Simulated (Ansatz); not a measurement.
Where the default PAW files enter, the runs use the earlier of Ansatz's two default sets.

Tunnelling through a barrier is set by its complex band structure: the current falls as exp(−2κd) with the smallest κ.

Input:

```xyz
6
Lattice="3.2791 0.0000 0.0000 -1.6395 2.8398 0.0000 0.0000 0.0000 12.7875" Properties=species:S:1:pos:R:3 pbc="T T T"
W      1.6395     0.9466     9.5906
W      0.0000     1.8932     3.1969
Se     0.0000     1.8932    11.2749
Se     1.6395     0.9466     1.5126
Se     1.6395     0.9466     4.8811
Se     0.0000     1.8932     7.9064
```

Space group of this cell: P6_3/mmc. The cell was relaxed by PBE-D3(BJ); by r2SCAN its mean pressure is 1.9 GPa.

Transport runs along the normal of the first two printed cell vectors, the (001) plane of the conventional cell.

The gap is the functional's own, uncorrected, and κ follows it; spin-orbit coupling is left out. Mid-gap means the computed energy nearest the middle.

Give the band gap and the smallest decay constant κ at mid-gap that r2SCAN (Ansatz, a quantum-chemistry and plane-wave program) yields.

Gap 1.02 eV on a 12×12×4 mesh; κ = 0.196 1/Å, at (0.167, 0.167) of the in-plane reciprocal vectors. At the zone centre the slowest state has κ = 0.51 1/Å.
